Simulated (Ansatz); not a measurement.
**Pt: response to strain**

Start from Pt in the fcc (Cu type) structure (space group Fm-3m, No. 225; relaxed with 0.1 eV smearing).

```
CELL_PARAMETERS angstrom
      0.00000     1.97088     1.97088
      1.97088     0.00000     1.97088
      1.97088     1.97088     0.00000
ATOMIC_POSITIONS crystal
  Pt 0.00000 0.00000 0.00000
```

Cartesian axes are those of the cell as printed.

Strains are applied to the cell and any free atomic positions relax; under biaxial strain the out-of-plane vector relaxes too.

All numbers come from Kohn–Sham DFT with the r2SCAN functional, run in Ansatz (a first-principles code) with PAW and 500 eV plane waves, no spin-orbit coupling.

Notes on the quantities. pressure: mean of the normal stresses, compression positive; energy relative to the base: free energy F.

```csv
variant,ratio −ε⊥/ε∥,pressure,energy relative to the base
base,–,0.0 GPa,0 meV/atom
"biaxial strain −3.00 %, plane normal [001], relaxed out of plane",1.43,…,…
"biaxial strain −2.50 %, plane normal [001], relaxed out of plane",1.43,4.9 GPa,+16 meV/atom
"biaxial strain −2.00 %, plane normal [001], relaxed out of plane",1.42,3.7 GPa,+10 meV/atom
"biaxial strain −1.50 %, plane normal [001], relaxed out of plane",1.42,2.7 GPa,+5.5 meV/atom
"biaxial strain −1.00 %, plane normal [001], relaxed out of plane",1.42,1.7 GPa,+2.4 meV/atom
"biaxial strain −0.50 %, plane normal [001], relaxed out of plane",–,0.8 GPa,+0.6 meV/atom
```

### Question
Complete the table.

### Answer

- biaxial strain −3.00 %, plane normal [001], relaxed out of plane, pressure: 6.1 GPa
- biaxial strain −3.00 %, plane normal [001], relaxed out of plane, energy relative to the base: +24 meV/atom

Whether these cells are dynamically stable was not tested. All final runs are without spin polarisation.
